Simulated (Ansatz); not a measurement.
The reference is CdS in the zinc blende structure (space group F-43m, No. 216; a = 5.878 Å). Axes: x, y, z lie along the cube axes.

Level of theory: DFT with r2SCAN, PAW potentials and a 500 eV plane-wave cutoff in Ansatz (a first-principles code), no SOC.

Base values:

```
Quantity                            Result
-----------------------------  -----------
Gap character                  direct at Γ
Shortest interatomic distance      2.545 Å
```

Perturbation: the cell is compressed by 1.50 % along z with no lateral relaxation, atoms relaxed at fixed cell.

### Question
What happens to the gap character?

### Answer
The gap character is still direct at Γ.

### Question
How does this affect the shortest interatomic distance?

### Answer
The shortest interatomic distance drops by 0.013 Å, from 2.545 Å to 2.532 Å.

### Question
Estimate the effect on the stress.

### Answer
The stress (xx, yy, zz, yz, xz, xy; compression positive) amounts to (0.86, 0.86, 1.11, 0.00, 0.00, 0.00) GPa.

The cells carry an imposed strain or load. No phonon test of stability was made. Labels are those of the standard path for the cell's own space group.
